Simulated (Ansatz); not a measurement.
Input and output of a relaxation of cell and atoms for PbBrF (P4/nmm, 6 atoms in the cell) (Ansatz, an electronic-structure program).

Method: PBEsol, default PAW files made with PBE (plane waves; Ansatz).

The change in words: atoms on their sites; basis.ecutwfc: 420 eV → 210 eV; relax: default → cell and atoms. Reference geometry:
```yaml
crystal:
  lattice:
    - [4.19761, 0.00000, 0.00000]
    - [0.00000, 4.19761, 0.00000]
    - [0.00000, 0.00000, 7.68533]
  atoms:
    - { symbol: Pb, position: [0.00000, 0.50000, 0.81591] }
    - { symbol: Pb, position: [0.50000, 0.00000, 0.19060] }
    - { symbol: Br, position: [0.50000, 0.00000, 0.65273] }
    - { symbol: Br, position: [0.00000, 0.50000, 0.34727] }
    - { symbol: F, position: [0.50000, 0.50000, 0.00000] }
    - { symbol: F, position: [0.00000, 0.00000, 0.00000] }
```

Reference input (self-consistent single point, DFT, PBEsol, plane waves, default PAW files made with PBE): basis.ecutwfc = 420 eV; kpoints.mp_grid.grid = 5 5 3; hamiltonian.xc = pbesol; hamiltonian.pseudopotentials = {kind: paw} (the program's default PAW files); scf.occupations.method = fermi_dirac; scf.occupations.width = 0.05 eV. This run's input differs from it in these lines:

Ansatz 0.2 input:
```diff
@@ -6,3 +6,3 @@
   atoms:
-    - { symbol: Pb, position: [0.000000, 0.500000, 0.815906] }
+    - { symbol: Pb, position: [0.000000, 0.500000, 0.809400] }
     - { symbol: Pb, position: [0.500000, 0.000000, 0.190600] }
@@ -13,3 +13,3 @@
 basis:
-  ecutwfc: 420.0 eV
+  ecutwfc: 210.0 eV
 kpoints:
@@ -21,2 +21,4 @@
   occupations: { method: fermi_dirac, width: 0.05 eV }
+relax:
+  cell: {}
 output:
```

Output (repeated stretches shortened):

```
   [... SCF lines of the steps left out ...]
relax step   1: F+E_penalty+E_count = -30563.16720048 eV  Δ(F+E_penalty+E_count) = +0.000e0 eV  max|allowed force component| = 5.286e-1 eV/Å  Δτ_max = 0.0000 Å  P = -4.159 GPa  Ω = 135.415 Å³  (8 SCF iters, dr2 threshold 1.00e-7 eV, accepted)
relax step   2: F+E_penalty+E_count = -30572.20768868 eV  Δ(F+E_penalty+E_count) = -9.040e0 eV  max|allowed force component| = 8.421e-1 eV/Å  Δτ_max = 0.1048 Å  P = +47.234 GPa  Ω = 121.804 Å³  energy of the carried Pulay correction = +1.083e1 eV  [...]
   [... lines left out ...]
relax step 120: F+E_penalty+E_count = -30563.21121064 eV  Δ(F+E_penalty+E_count) = -2.303e-2 eV  max|allowed force component| = 1.908e-3 eV/Å  Δτ_max = 0.0004 Å  P = -0.013 GPa  Ω = 124.160 Å³  energy of the carried Pulay correction = +2.299e-2 eV  [...]
relax step 121: F+E_penalty+E_count = -30563.18347502 eV  Δ(F+E_penalty+E_count) = +2.774e-2 eV  max|allowed force component| = 1.672e-3 eV/Å  Δτ_max = 0.0000 Å  P = -0.129 GPa  Ω = 124.160 Å³  stress off target by 2.90e-1 GPa  SCF on the basis [...]
basis re-selected at this cell: Δ(F+E_penalty+E_count) = +2.774e-2 eV, ΔP = -0.116 GPa vs the last step
   [... lines left out ...]
Free energy (F): -30563.183475 eV
Fermi energy:    8.164531 eV
Error: variable-cell relaxation did not converge after 121 `relax_step` rows, as none of its last 41 fresh-basis SCF(s) at a relaxed cell met both thresholds with a finite energy. The last misses `relax.cell.stress_tol`: largest allowed force component 1.67e-3 eV/Å (`relax.f_tol` 1.00e-2 eV/Å), stress off the target on the free part of the cell 2.90e-1 GPa (`relax.cell.stress_tol` 5.00e-2 GPa), F+E_penalty+E_count -30563.18347502 eV. The closest is row 106, whose structure comes with this error. Larger ratio of force or stress to its threshold at each such SCF whose figures are numbers: 65.786, 63.479, 59.516, 50.996, 42.602, 33.416, 17.737, 12.362, 6.392, 4.275, 4.645, 4.823, [...]
   [... lines left out ...]
to start a new deck from the relaxed geometry:
  cell:  # Å, volume = 124.3541 Å³
    - [4.080437623441864, 3.11170048760145e-34, 0.0]
    - [3.11170048760145e-34, 4.080437623441864, 0.0]
    - [0.0, 0.0, 7.468724912491991]
  atoms:
    - { symbol: Pb, position: [5.131241150407328e-36, 0.5, 0.8178540574069612] }
    - { symbol: Pb, position: [0.5, 8.806981525160186e-36, 0.1821459425930394] }
    - { symbol: Br, position: [0.5, -2.932237814028929e-36, 0.6506032199143883] }
    - { symbol: Br, position: [1.3227157922734528e-36, 0.5, 0.34939678008561165] }
    - { symbol: F, position: [0.5, 0.5, -1.5136097408712738e-20] }
    - { symbol: F, position: [-3.345528157733285e-36, -2.2881489666974638e-36, -1.5136097408612097e-20] }
```

The relaxation ended unconverged.  The full log also holds: “iter 5 did not close the SCF: its close was put off for the readings that it lacked (scf_convergence_deferred on its scf_iter line)”. The full log also holds: “iter 5 did not close the SCF: its close was put off for the readings that it lacked (scf_convergence_deferred on its scf_iter line)”.

The starting cell comes from a database of computed structures (which also holds hypothetical and non-ambient phases and stackings), without a prior relaxation at this level. Its lattice was rescaled by up to half a per cent. The cutoff lies below the one recommended for these files.

Cost on one core of a shared machine: roughly 3 min.
